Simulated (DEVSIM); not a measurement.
System: illuminated Si p-on-n cell, one wavelength, at 300 K.

Layer 1 from the left is Si, thickness (μm) 0.360, Na (cm⁻³) 5.7e18, τn (s) 1.5e-6, τp (s) 7.1e-7, absorption coefficient (cm⁻¹) 490. Layer 2 from the left is Si, thickness (μm) 51.0, Nd (cm⁻³) 1.3e16, τn (s) 8.5e-6, τp (s) 8.5e-6, absorption coefficient (cm⁻¹) 490.

Left contact: ohmic, minority electron recombination velocity 800 cm/s. Right contact: ohmic, minority hole recombination velocity 5e5 cm/s. Voltage is applied to the left contact. Recombination: SRH at mid-gap, radiative, Auger. Light enters at the left, 1.7e17 photons cm⁻² s⁻¹, one pass, no reflection. Mobility is μmin + (μ − μmin)/(1 + (N/Nref)^α).

The device is made up for the run: typed textbook-type constants, with dimensions and the other settings drawn at random. Values at 300 K.

Si: gap (eV) 1.124, affinity (eV) 4.05, permittivity 11.7, Nc (cm⁻³) 2.86e19, Nv (cm⁻³) 3.1e19, μn (cm²/Vs) 1417, μp (cm²/Vs) 470, μn,min 52, μp,min 45, Nref,n 9.7e16, Nref,p 2.2e17, αn 0.68, αp 0.72, B (cm³/s) 4.7e-15, Cn (cm⁶/s) 2.8e-31, Cp (cm⁶/s) 9.9e-32.

DEVSIM, 1D drift-diffusion, Boltzmann statistics, complete ionisation; no tunnelling, impact ionisation, image-force lowering or self-heating.

Dark forward current:

```
|V| (V)  |J| (A/cm²)
-------  -----------
0.05       4.498e-10
0.10        1.682e-9
0.15        5.615e-9
0.20        2.046e-8
0.25        8.900e-8
0.30        4.681e-7
0.35        2.824e-6
0.40        1.836e-5
0.45       0.0001236
0.50       0.0008454
0.55        0.005814
0.60         0.03995
0.65          0.2684
0.70           1.617
0.75           7.621
0.80           27.91
0.85           86.80
0.90           246.1
0.95           645.8
1.00            1462
1.05            2718
```

### Question
Work out the local ideality factor n = ΔV / (kT/q · ln(J2/J1)) between the rows 0.15 and 0.20 V, 0.50 and 0.55 V, 1.00 and 1.05 V.

### Answer
kT/q = 25.85 mV. From 0.15 to 0.20 V: ln(2.046e-8/5.615e-9) = 1.293, n = 1.50. From 0.50 to 0.55 V: ln(0.005814/0.0008454) = 1.928, n = 1.00, near the 1 of diffusion or emission over a barrier. From 1.00 to 1.05 V: ln(2718/1462) = 0.620, n = 3.12.

### Question
What current could the absorbed light give at most, and what share is collected?

### Answer
Σ αd = 2.52, so qΦ(1 − exp(−Σ αd)) = 25.0 mA/cm². The simulated short-circuit current is 17.26 mA/cm², a share of 0.69.

### Question
Estimate the open-circuit voltage by superposition: the voltage at which the dark current equals that short-circuit current.

### Answer
Interpolating ln J in the table gives 0.578 V. The simulation gives 0.578 V, the same within the digits that matter. Superposition holds where collection doesn't change with voltage.

### Question
Estimate the fill factor from FF0 = (v − ln(v + 0.72))/(v + 1), v = qVoc/(nkT), with n from the dark curve.

### Answer
The rows about Voc, 0.55 and 0.60 V, give n = 1.00, so v = 22.3 and FF0 = 0.822. The simulation gives 0.821, the same within the digits that matter.
